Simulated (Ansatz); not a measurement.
Consider Cs2AgBiBr6 (space group Fm-3m, No. 225).

```
Cs2AgBiBr6
1.0
    0.00000     5.59369     5.59369
    5.59369     0.00000     5.59369
    5.59369     5.59369     0.00000
Bi Ag Cs Br
1 1 2 6
Direct
  0.00000   0.00000   0.00000
  0.50000   0.50000   0.50000
  0.25000   0.25000   0.25000
  0.75000   0.75000   0.75000
  0.25391   0.74609   0.25391
  0.25391   0.74609   0.74609
  0.74609   0.25391   0.74609
  0.74609   0.25391   0.25391
  0.25391   0.25391   0.74609
  0.74609   0.74609   0.25391
```

Cartesian axes are those of the cell as printed.

All numbers come from Kohn–Sham DFT with the PBEsol functional, run in Ansatz (a quantum-chemistry and plane-wave program) with PAW and 420 eV plane waves, spin-orbit coupling left out.

Modification: the cell is compressed by 2.25 % along z with no lateral relaxation, atoms relaxed at fixed cell.

Q: How does this affect the largest internal atomic displacement, stress and energy relative to the base?

A: The largest internal atomic displacement amounts to 0.030 Å; the stress (xx, yy, zz, yz, xz, xy; compression positive) amounts to (0.41, 0.41, 1.22, 0.00, 0.00, 0.00) GPa; the energy goes up by 2.8 meV/atom.

The cells carry an imposed strain or load. No phonon test of stability was made.
